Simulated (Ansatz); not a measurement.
Input and output of a relaxation of cell and atoms for CrB4 (P1, 5 atoms in the cell) (Ansatz, a program for electronic structure).

Method: LDA (PW92), PAW files made with PBE (plane waves; Ansatz).

```yaml
crystal:
  lattice:
    - [-1.42485, 2.36627, 2.72992]
    - [1.42485, -2.36627, 2.72992]
    - [1.42485, 2.36627, -2.72992]
  atoms:
    - { symbol: Cr, position: [0.99100, 0.96904, 0.96586] }
    - { symbol: B, position: [0.50840, 0.33243, 0.17681] }
    - { symbol: B, position: [0.48252, 0.68984, 0.84187] }
    - { symbol: B, position: [0.15148, 0.33694, 0.82412] }
    - { symbol: B, position: [0.86660, 0.67175, 0.19134] }
```

Reference input (self-consistent single point, DFT, LDA (PW92), plane waves, PAW files made with PBE): basis.ecutwfc = 420 eV; kpoints.mp_grid.grid = 6 9 9; hamiltonian.xc = lda; hamiltonian.pseudopotentials = {kind: paw} (the program's default PAW files); scf.occupations.method = fermi_dirac; scf.occupations.width = 0.1 eV. This run's input differs from it in these lines:

```diff
@@ -20,2 +20,4 @@
   occupations: { method: fermi_dirac, width: 0.1 }
+relax:
+  cell: {}
 output:
```

Log, with long lists cut:

```
   [... SCF lines of the steps left out ...]
relax step   1: F+E_penalty+E_count = -3923.37940236 eV  Δ(F+E_penalty+E_count) = +0.000e0 eV  max|allowed force component| = 2.162e0 eV/Å  Δτ_max = 0.0000 Å  P = -3.920 GPa  Ω = 36.817 Å³  (11 SCF iters, dr2 threshold 1.00e-7 eV, accepted)
relax step   2: F+E_penalty+E_count = -3923.73208245 eV  Δ(F+E_penalty+E_count) = -3.527e-1 eV  max|allowed force component| = 1.349e0 eV/Å  Δτ_max = 0.0460 Å  P = -1.698 GPa  Ω = 36.103 Å³  energy of the carried Pulay correction = +9.352e-4 eV  (6 [...]
   [... lines left out ...]
relax step   8: F+E_penalty+E_count = -3923.93013616 eV  Δ(F+E_penalty+E_count) = -7.064e-6 eV  max|allowed force component| = 2.200e-3 eV/Å  Δτ_max = 0.0004 Å  P = -0.014 GPa  Ω = 35.596 Å³  energy of the carried Pulay correction = +6.087e-6 eV  (6 [...]
relax step   9: F+E_penalty+E_count = -3923.93013041 eV  Δ(F+E_penalty+E_count) = +5.748e-6 eV  max|allowed force component| = 2.198e-3 eV/Å  Δτ_max = 0.0000 Å  P = -0.014 GPa  Ω = 35.596 Å³  stress off target by 3.90e-2 GPa  SCF on the basis [...]
basis re-selected at this cell: Δ(F+E_penalty+E_count) = +5.748e-6 eV, ΔP = -0.000 GPa vs the last step
Stability not checked: this state was not tested for a lower state beside it, because too few of the mixer's solves of this state at the end of the SCF gave a …
Free energy (F): -3923.930130 eV
Internal energy: -3923.910642 eV  (E = F + TS)
E sigma→0 (E₀):  -3923.920386 eV
Entropy (-TS):   -0.019488 eV (-3.898 meV/atom)
Fermi energy:    14.127850 eV
--- Forces (eV/Å), atoms counted from 1 ---
  atom   1  Cr     0.00000328    -0.00000249     0.00173596
   [... lines left out ...]
  cell:  # Å, volume = 35.5959 Å³
   [... lines left out ...]
    - { symbol: B, position: [0.5383706084961669, 0.34219951172165475, 0.19584609044368137] }
    - { symbol: B, position: [0.46163111486698805, 0.657806784170256, 0.8041504277238802] }
    - { symbol: B, position: [0.14626297080670975, 0.34234313691866186, 0.8040176652281252] }
    - { symbol: B, position: [0.8537460585375826, 0.6576606768829081, 0.195985861763504] }
```

The run converged.  The full log also holds: “iter 5 did not close the SCF: its close was put off for the readings that it lacked (scf_convergence_deferred on its scf_iter line)”. The full log also holds: “iter 4 did not close the SCF: its close was put off for the readings that it lacked (scf_convergence_deferred on its scf_iter line)”.

Summary of the result:
| Item | Value |
|---|---|
| Free energy E − TS (on the zero of these files) | -3923.9301 eV |
| Fermi level (on the code's own zero) | 14.13 eV |
| Pressure | -0.01 GPa |
| Largest force (vector length) | 0.002 eV/Å |
| Final cell | a = 3.844 Å, b = 3.845 Å, c = 3.845 Å, α = 137.16°, β = 105.12°, γ = 90.33° |
| Final volume per atom | 7.12 Å³ |
| Relaxation steps | 9 |

The starting cell comes from a database of computed structures (which also holds hypothetical and non-ambient phases and stackings), without a prior relaxation at this level. Its atoms were displaced at random from the sites of space group no. 71. Spin polarisation is off. Ansatz's pressure includes its estimate of the finite-basis (Pulay) stress.

Cost on one core of a shared machine: roughly 2 min.

Keys are those of Ansatz 0.2.
